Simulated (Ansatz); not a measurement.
Model: Si(111) 1x1 surface, 6 top atoms, 3 bilayers, bottom bilayer H-capped and fixed, every top atom capped by H; cell 11.5 x 6.6 Å; two neighbouring H replaced by SH; about 7 Å thick over the host's atoms, 18 atoms held. Computed with PBE-D3(BJ) (plane waves to 420 eV, PAW; Ansatz, an electronic-structure program). k mesh 1 x 2 x 1. The slab states were run without spin polarisation. Results hold for this slab, coverage and mesh. No zero-point or entropy terms are included. Each state was relaxed from one prepared geometry.

End state of this step: H2S attacks the fragment of B2H6 (once exchanged) and H2 forms. Atoms near the product:

```
atom   x (Å)  y (Å)   z (Å)
-----  -----  -----  ------
H(44)  7.678  6.568  11.024
B(a0)  6.024  8.964  12.609
B(a1)  4.960  7.852  13.489
H(a2)  5.502  7.735  12.314
H(a3)  5.414  9.025  13.825
H(a5)  7.837  5.063  14.091
H(a6)  3.783  7.952  13.325
H(a7)  5.470  7.053  14.219
S(b0)  7.847  8.929  12.727
H(b1)  7.467  5.616  14.444
H(b2)  7.954  7.779  13.438
```

**Question.** What energy does it take to move H2 into the gas, one a cell, with the surface relaxed behind it, and what are its closest contacts before it leaves?

**Answer.** 0.07 eV. Its closest contacts to the rest of the cell: H(b1)...H(b2) 2.43 Å, H(b1)...H(a7) 2.47 Å, H(a5)...H(b2) 2.80 Å.
